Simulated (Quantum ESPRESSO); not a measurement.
Quantum ESPRESSO 7.5, DFT, PBE, plane waves, PseudoDojo 0.5 standard norm-conserving PBE (local tails restored to the Coulomb form): hcp Ru, atoms displaced (Ru6), 6 atoms. Basis and mesh were picked for this test and aren't claimed converged.

| Item | Value |
|---|---|
| cell | 2.71, 2.71, 12.85 Å; 90, 90, 120° |
| distance to the nearest atom | 2.58 to 2.64 Å |
| task | scf |
| k mesh | 6×6×1 |
| ecutwfc | 84 Ry |
| ecutrho | 336 Ry |
| occupations | smearing |
| smearing | mv |
| degauss | 0.02 Ry |
| conv_thr | 6e-09 Ry |
| tprnfor | true |
| tstress | false |
| k-point pools (-nk) | 8 |
| diagonalization | david (default) |
| k-points computed | 20 |
| bands | 58 |
| electrons | 96 |
| G-vectors of the density | 56955 |
| FFT grid | 30×30×144 |

Settings of this run: mixing_mode = plain, mixing_beta = 1, mixing_ndim = 8; 8 ranks.

```tsv
SCF iteration	band solver's avg # of iterations (first pass)	estimated scf accuracy (Ry)
1	4.5	0.74897421
2	3.0	10.78818728
3	6.4	246.27885067
4	7.7	45.87213300
5	5.8	28.30569952
6	3.4	0.48329051
7	1.2	0.59948267
8	1.0	0.14643855
9	1.6	0.04840727
10	3.0	0.00206462
11	8.0	0.00012537
12	3.1	0.00005153
13	2.0	0.00009536
14	1.1	0.00005309
15	3.3	0.00498605
16	3.1	0.00000085
17	4.8	0.00005008
18	3.4	0.00000097
19	2.0	0.00000086
20	1.0	0.00000011
21	1.2	7.8E-09
22	2.1	3.4E-09
```

It converged after 22 SCF iterations.

Q: The cycle is slow. Which setting should be changed?

A: This is not unique; one that fits is mixing_mode = TF (11 SCF iterations), all else kept. The other changes of this size gave: mixing_beta = 0.4 (17); mixing_beta = 0.7 (default) (19); mixing_beta = 0.2 (19); mixing_beta = 0.1 (22). The change moves the result by: energy equal as printed, forces (largest component) 0.34 meV/Å. Counts are of single runs.
